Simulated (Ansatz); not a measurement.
# CsCl-type AuZn (cubic form, which distorts at low temperature): properties by level of theory

Reference values: bulk modulus 131 GPa (measured, temperature not stated, no zero-point or thermal correction; as tabulated in Nepal et al. (2020), arXiv:2007.11150); formation enthalpy -0.235 ± 0.04 eV/atom (measured, temperature not stated, not corrected to a static lattice; as tabulated in Nepal et al. (2020), arXiv:2007.11150).

```json
[
 {"level (code)": "LDA (Ansatz)", "equilibrium lattice constant a (Å)": "3.096", "bulk modulus (GPa)": "159", "cohesive energy (eV/atom)": "3.33", "formation enthalpy (eV/atom)": "-0.225"},
 {"level (code)": "PBEsol-D3(BJ) (Ansatz)", "equilibrium lattice constant a (Å)": "3.090", "bulk modulus (GPa)": "162", "cohesive energy (eV/atom)": "3.41", "formation enthalpy (eV/atom)": "-0.230"},
 {"level (code)": "rVV10 (Ansatz)", "equilibrium lattice constant a (Å)": "?", "bulk modulus (GPa)": "111", "cohesive energy (eV/atom)": "?", "formation enthalpy (eV/atom)": "?"},
 {"level (code)": "LC-ωPBE (Ansatz)", "equilibrium lattice constant a (Å)": "?", "bulk modulus (GPa)": "155", "cohesive energy (eV/atom)": "2.47", "formation enthalpy (eV/atom)": "-0.267"},
 {"level (code)": "r²SCAN0 (Ansatz)", "equilibrium lattice constant a (Å)": "3.147", "bulk modulus (GPa)": "135", "cohesive energy (eV/atom)": "2.50", "formation enthalpy (eV/atom)": "-0.262"}
]
```

Problem. Fill in the missing entries.

Solution. 
- rVV10 (Ansatz, a quantum-chemistry and plane-wave program), equilibrium lattice constant a (Å): 3.212
- rVV10 (Ansatz), cohesive energy (eV/atom): 2.52
- rVV10 (Ansatz), formation enthalpy (eV/atom): -0.186
- LC-ωPBE (Ansatz), equilibrium lattice constant a (Å): 3.122

Differences from the reference values (errors of the level alone only where the reference is corrected to a static lattice):

```
level          bulk modulus (%)  formation enthalpy (eV/atom)
-------------  ----------------  ----------------------------
LDA                         +21                        +0.010
PBEsol-D3(BJ)               +24                        +0.005
rVV10                     -15.3                        +0.049
LC-ωPBE                   +18.3                        -0.032
r²SCAN0                    +3.1                        -0.027
```

Nearest: bulk modulus, not ranked (reference at room or unstated temperature); formation enthalpy, not ranked (one source).

Caveats: symmetry holds this phase in the static calculation, where it need not be a minimum (LDA, PBEsol-D3(BJ), rVV10, LC-ωPBE, r²SCAN0). Ansatz's density-functional and Hartree–Fock values are scalar-relativistic unless marked +SOC, with PAW data made under PBE.

Differences are worked out from the printed values.

Free atoms are spin-polarised, in the lowest state found; at levels without +SOC their spin–orbit coupling is left out.
